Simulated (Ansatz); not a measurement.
TiAl₃ (I4/mmm, No. 139) was calculated with PBE in Ansatz (PAW).

Run with plane-wave cutoff 520 eV, 20×20×20 k mesh, Fermi–Dirac smearing 0.05 eV, no spin polarisation, scalar-relativistic PAW data made under PBE.

Computed at the level's own relaxed cell.

Task: What does this level give for the equilibrium lattice constant a, lattice parameter c and bulk modulus?

Result: 
- equilibrium lattice constant a = 3.845 Å
- lattice parameter c = 8.619 Å
- bulk modulus = 106 GPa

Note: the bulk modulus is −V dP/dV from two relaxed cells at ±2 % in volume.

Static lattice: no zero-point or thermal effects.

Cost on a shared machine: roughly 4 core-minutes.

Ansatz is an electronic-structure program.
